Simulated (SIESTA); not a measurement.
Band structure of MnS (Fm-3m, 2 atoms in the cell).

```xyz
2
Lattice="0.0000 2.4802 2.4802 2.4802 0.0000 2.4802 2.4802 2.4802 0.0000" Properties=species:S:1:pos:R:3 pbc="T T T"
S      0.0000     0.0000     0.0000
Mn     2.4802     2.4802     2.4802
```
Moments meant for the start (each program seeds them in its own way; μB, in the order of the atoms S Mn): 0.0 4.0.

Computed with GGA PBE, numerical atomic orbitals TZP, PseudoDojo PBE standard norm-conserving potentials (rewritten from UPF to PSML) run with SIESTA 5.4.2.

Settings: XC.functional = GGA; XC.authors = PBE; potentials = PseudoDojo PBE standard; PAO.BasisSize = TZP; PAO.EnergyShift = 0.005 Ry; MeshCutoff = 300 Ry; kgrid.MonkhorstPack = 9 9 9; OccupationFunction = MP; OccupationMPOrder = 0; ElectronicTemperature = 2320.9 K; Spin = polarized; DM.InitSpin = [1 +0.00, 2 +4.00]; MaxSCFIterations = 150; SCF.Mixer.Method = Pulay.

The starting cell was generated: these elements placed on a structure prototype, without a prior relaxation; it need not be a known phase or ordering of this composition. Its lattice was rescaled by a random factor within 2.5 % of one. With one magnetic atom in the cell only a parallel order is possible. Values carry the incompleteness of an atom-centred basis.

Levels in eV from the Fermi level, bands 10 to 15 of the first spin channel:
```json
[
 {"point": "Γ", "10": "-3.49", "11": "-2.07", "12": "-2.07", "13": "-2.07", "14": "3.60", "15": "8.99"},
 {"point": "X", "10": "-3.14", "11": "-2.67", "12": "-2.67", "13": "-2.00", "14": "1.42", "15": "5.81"},
 {"point": "W", "10": "-2.66", "11": "-2.66", "12": "-2.25", "13": "-1.99", "14": "5.28", "15": "7.65"},
 {"point": "K", "10": "-2.77", "11": "-2.46", "12": "-2.04", "13": "-1.33", "14": "3.19", "15": "6.75"},
 {"point": "L", "10": "-2.85", "11": "-2.35", "12": "0.88", "13": "0.88", "14": "3.07", "15": "5.61"},
 {"point": "U", "10": "-2.77", "11": "-2.46", "12": "-2.04", "13": "-1.33", "14": "3.19", "15": "6.75"}
]
```

Bands cross the Fermi level along this path, so the cell is metallic at this level.

Higher empty bands are left out: an atom-centred basis made for the valence describes them poorly.

The net moment of the cell came out as 4.30 μB.
